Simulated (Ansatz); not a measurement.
Base system: LiNbO3 (space group R3c, No. 161).

```
LiNbO3
1.0
    2.56733     1.48225     4.60804
   -2.56733     1.48225     4.60804
    0.00000    -2.96450     4.60804
Li Nb O
2 2 6
Direct
  0.28078   0.28078   0.28078
  0.78078   0.78078   0.78078
  0.99839   0.99839   0.99839
  0.49839   0.49839   0.49839
  0.10932   0.35998   0.71863
  0.71863   0.10932   0.35998
  0.35998   0.71863   0.10932
  0.21863   0.85998   0.60932
  0.85998   0.60932   0.21863
  0.60932   0.21863   0.85998
```

Cartesian axes are those of the cell as printed.

Structures relaxed with DFT with PBEsol, PAW potentials and a 420 eV plane-wave cutoff in Ansatz (a quantum-chemistry and plane-wave program), spin-orbit coupling left out.

Base:

Simulated powder pattern, Co Kα, λ = 1.79026 Å (kinematic, ideal powder, no thermal factors, no anomalous dispersion; the 14 strongest lines at most, above 2 %, up to 2θ = 90°):

```
2θ (°)  I/Imax (%)       hkl
------  ----------  --------
27.70          100     (012)
38.30           38     (104)
40.81           22     (110)
45.72          3.6     (006)
47.05          7.5     (113)
50.04           12     (202)
57.20           18     (024)
62.94           26     (116)
66.47           15     (122)
67.52          7.5     (018)
72.63           14     (214)
74.30           11     (300)
82.00          5.2     (208)
85.39          4.8  (1 0 10)
```

After one change:

Simulated powder pattern, Co Kα, λ = 1.79026 Å (kinematic, ideal powder, no thermal factors, no anomalous dispersion; the 14 strongest lines at most, above 2 %, up to 2θ = 90°):

```
2θ (°)  I/Imax (%)
------  ----------
27.47          100
38.29           36
40.18           22
46.59          7.1
49.37           11
56.71           18
62.81           24
65.47           15
67.94          7.1
71.77           14
73.02           11
81.98          5.2
86.07          4.5
86.79          3.5
```

### Question
What was done to the base?
(A) biaxial strain +2.25 %, plane normal [001], relaxed out of plane
(B) biaxial strain +3.00 %, plane normal [001], relaxed out of plane
(C) biaxial strain +1.50 %, plane normal [001], relaxed out of plane

### Answer
C, biaxial strain +1.50 %, plane normal [001], relaxed out of plane. Its volume per atom is 10.75 Å³ against 10.52 Å³, and its space group is R3c (No. 161).

Whether these cells are dynamically stable was not tested.
